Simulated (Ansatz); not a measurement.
Results of r²SCAN (PAW; Ansatz, a program for electronic structure) for NaIO₃ (Pnma, No. 62).

Numerical settings: plane-wave cutoff 500 eV, 6×6×8 k mesh (along the axes of the cell as run), Fermi–Dirac smearing 0.05 eV, scalar-relativistic PAW data made under PBE.

Cell (relaxed at this level):

```
CELL_PARAMETERS angstrom
      6.40188     0.00000     0.00000
      0.00000     8.06982     0.00000
      0.00000     0.00000     5.72313
ATOMIC_POSITIONS crystal
  O  0.09348 0.25000 0.70932
  O  0.90652 0.75000 0.29068
  O  0.40652 0.75000 0.20932
  O  0.59348 0.25000 0.79068
  I  0.01088 0.25000 0.01133
  I  0.98912 0.75000 0.98867
  I  0.48912 0.75000 0.51133
  I  0.51088 0.25000 0.48867
  Na 0.00000 0.00000 0.50000
  Na 0.00000 0.50000 0.50000
  Na 0.50000 0.00000 0.00000
  Na 0.50000 0.50000 0.00000
  O  0.16543 0.08236 0.13566
  O  0.83457 0.58236 0.86434
  O  0.33457 0.91764 0.63566
  O  0.66543 0.41764 0.36434
  O  0.83457 0.91764 0.86434
  O  0.16543 0.41764 0.13566
  O  0.66543 0.08236 0.36434
  O  0.33457 0.58236 0.63566
```

Task: Estimate the band gap that the calculation returns.

Result: 
- band gap: 4.19 eV (on the SCF k mesh)

Note: the relaxation could not lower the start's symmetry, so the cell can be a saddle point above a distorted one.

Spin–orbit coupling is not included.

Computed values are for the static lattice.
